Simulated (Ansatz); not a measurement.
## Mo under a change: x(Pb) = 0.25, 4 atoms, P4/mmm

Start from Mo in the bcc (W type) structure (space group Im-3m, No. 229; a = 3.130 Å).

The other end (x = 1) is Pb in the bcc (W type) structure (space group Im-3m, No. 229; a model cell, its experimental status unchecked): 30.01 Å³/atom, gap zero; this end may not be an ambient phase.

The change: Pb replaces 25.0 % of the Mo, ordered in a cell of 4 atoms (starting symmetry P4/mmm) and fully relaxed.

Method: PBEsol (Ansatz, a first-principles code), scalar-relativistic without spin-orbit coupling. k-mesh 14×14×8 (Γ-centred); smearing 0.05 eV (Fermi–Dirac), for the changed cell.

| quantity | base | changed | shift |
|---|---|---|---|
| density | 10.40 g/cm³ | 11.90 g/cm³ | +1.508 g/cm³ |
| shortest interatomic distance | 2.710 Å | 2.713 Å | +0.003 Å |
| band gap | zero | zero | – |
| mixing energy (to 0.01 eV only: unlike meshes or grids) (against an end that may be hypothetical) | – | +0.51 eV/atom | – |
| deviation of the volume from the linear (Vegard-type) interpolation | – | -9.1 % | – |

Each cell is one ordered arrangement of few atoms, which overstates ordering effects compared with a random alloy. Whether these cells are dynamically stable was not tested. The final runs are not spin-polarised. Mo3Pb has a high density of states at the Fermi level and may be magnetic at this level. This is not the structure that Pb has at room temperature and ambient pressure.
